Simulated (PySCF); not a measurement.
PySCF 2.14.0, R2SCAN/def2-svp, df: Hf(Cl)3(OSiH3) ([SiH3][O][Hf]([Cl])([Cl])[Cl]), 9 atoms. The geometry is a generated start, not checked to be a minimum at this level.

```yaml
task: energy
method: r2scan
basis: def2-svp
two_electron_scheme: density fitting
mol.max_memory: 3000 MB
mf.max_cycle: 100
mf.diis_space: 8 (default)
mf.conv_tol: 1e-09 (default)
mf.grids.level: 3 (default)
effective_core_potentials: those of the basis set, past Kr
basis_functions: 133
grid_points: 143120
```

```xyz
9

Hf     0.3162     0.6373     1.3049
Cl     2.1199     1.6618     2.1740
Cl    -0.7968    -0.2205     3.0608
Cl    -1.0080     2.2284     0.4340
O      0.6150    -0.5831    -0.0540
Si    -0.1634    -0.8716    -1.4534
H     -1.5176    -1.3476    -1.1199
H      0.6355    -1.8911    -2.1273
H     -0.2007     0.3864    -2.2192
```

Charge 0 and multiplicity 1 are set for this test and not shown to be the ground state.

With the defaults (mf.DIIS = CDIIS, mf.diis = true, mf.init_guess = minao, mf.level_shift = 0, mf.damp = 0, mf.diis_start_cycle = 1, mf.diis_damp = 0) it converges in 13 Fock builds. One run each on 2 threads, 1 BLAS thread, with these changes:
- mf.level_shift = 0.1 Hartree
- mf.diis_damp = 0.3
- mf.init_guess = atom
- mf.diis = false, mf.damp = 0.7, mf.diis_start_cycle = 999
- mf.damp = 0.3, mf.diis_start_cycle = 4
- mf.DIIS = EDIIS
- mf.level_shift = 0.3 Hartree
- mf.init_guess = huckel
- mf.diis = false

Task: Name the settings that don't reach the solution of the defaults.

Result: No convergence: mf.DIIS = EDIIS; mf.diis = false (the run ends without SCF convergence in 100 cycles). The rest reach the solution of the defaults.

```json
[
 {"setting": "mf.diis_damp = 0.3", "Fock builds": "12", "end": "same solution"},
 {"setting": "the defaults", "Fock builds": "13", "end": "same solution"},
 {"setting": "mf.init_guess = atom", "Fock builds": "13", "end": "same solution"},
 {"setting": "mf.level_shift = 0.1 Hartree", "Fock builds": "13", "end": "same solution"},
 {"setting": "mf.level_shift = 0.3 Hartree", "Fock builds": "15", "end": "same solution"},
 {"setting": "mf.init_guess = huckel", "Fock builds": "19", "end": "same solution"},
 {"setting": "mf.damp = 0.3, mf.diis_start_cycle = 4", "Fock builds": "21", "end": "same solution"},
 {"setting": "mf.diis = false, mf.damp = 0.7, mf.diis_start_cycle = 999", "Fock builds": "27", "end": "same solution"},
 {"setting": "mf.DIIS = EDIIS", "Fock builds": "101", "end": "no convergence"},
 {"setting": "mf.diis = false", "Fock builds": "101", "end": "no convergence"}
]
```
